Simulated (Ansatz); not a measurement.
Results of LDA (PAW; Ansatz, an electronic-structure program) for Ge3N4 (P31c, No. 159; cell taken from a computed entry).

Numerical settings: plane-wave cutoff 520 eV, 6×6×6 k mesh, scalar-relativistic PAW data made under PBE.

Cell (relaxed at this level):

Ge3N4 is modelled in the trigonal space group P31c (No. 159), Pearson symbol hP28. Cell: a = b = 8.1653 Å, c = 5.9033 Å, α = β = 90.00°, γ = 120.00°. Ge1 on 6c has 4 N at 1.814–1.832 Å (tetrahedral). Ge2 on 6c is coordinated by 4 N at 1.826–1.838 Å (tetrahedral). N1 on 6c is surrounded by 3 Ge at 1.814–1.835 Å (trigonal planar). N2 on 6c is coordinated by 3 Ge at 1.826–1.838 Å (trigonal planar). N3 on 2a has 3 Ge at 1.822 Å (trigonal planar). N4 on 2b has 3 Ge at 1.826 Å. (Neighbours: up to the widest gap in distance over summed covalent radii, below 1.35, at either atom.)

Task: Estimate the Voigt–Reuss–Hill bulk modulus, Voigt–Reuss–Hill shear modulus (Hill average), Young modulus and Poisson ratio that the calculation returns.

Result: 
- Voigt–Reuss–Hill bulk modulus = 185 GPa
- Voigt–Reuss–Hill shear modulus (Hill average) = 94.0 GPa
- Young modulus = 241 GPa
- Poisson ratio = 0.283

Note: the relaxation could not lower the start's symmetry, so the cell can be a saddle point above a distorted one.

Elastic constants are with the ions relaxed.

The computed numbers hold no vibrational or temperature effects.

It cost very roughly 8 core-hours of CPU time.
